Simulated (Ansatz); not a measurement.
# Mo (Im-3m): band-structure transport figures

Data:

```yaml
crystal:
  lattice:
    - [-1.56830, 1.56830, 1.56830]
    - [1.56830, -1.56830, 1.56830]
    - [1.56830, 1.56830, -1.56830]
  atoms:
    - { symbol: Mo, position: [0.00000, 0.00000, 0.00000] }
```

These are PBEsol, rigid bands (plane waves, PAW, scalar-relativistic; Ansatz, a first-principles code) values and carry that method's errors. Condition of this run: hydrostatic pressure -2 GPa (the target of the relaxation). Geometry: cell and atoms relaxed with PBEsol, then loaded as said.

- density of states at the Fermi level = 0.586 states/(eV·cell), both spins
- bare Sommerfeld coefficient = 1.38 mJ/(mol of atoms·K²)
- Drude plasma energy = 8.8 eV
- root-mean-square Fermi velocity = 8.8e5 m/s
- resistivity times τ = 6.4 ×10⁻²² Ω·m·s
- resistivity times mean free path = 6.0 ×10⁻¹⁶ Ω·m²

A metal at this level (no band gap); rigid bands, thermally averaged at 300 K, both spins. Spin-orbit coupling is left out. τ is one relaxation time for all states; the product of resistivity and mean free path takes one path for all states instead.
